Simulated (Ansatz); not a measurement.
Start from GaAs in the zinc blende structure (space group F-43m, No. 216; a = 5.667 Å).

All numbers come from r2SCAN (Ansatz, a program for electronic structure, PAW, without spin-orbit coupling).

Before the change:

| Item | Value |
|---|---|
| Width of the top valence band | 3.40 eV |
| Volume per atom | 22.75 Å³ |

Modification: In takes the place of Ga on all its sites, then cell and atoms are relaxed.

### Question
Estimate the effect on the width of the top valence band.

### Answer
The width of the top valence band drops by 0.60 eV to 2.80 eV.

### Question
How does this affect the volume per atom?

### Answer
The volume per atom goes up by 5.756 Å³ (22.75 Å³ → 28.50 Å³).

The levels and masses belong to the bands next to the band gap. Stability against distortions was not tested.
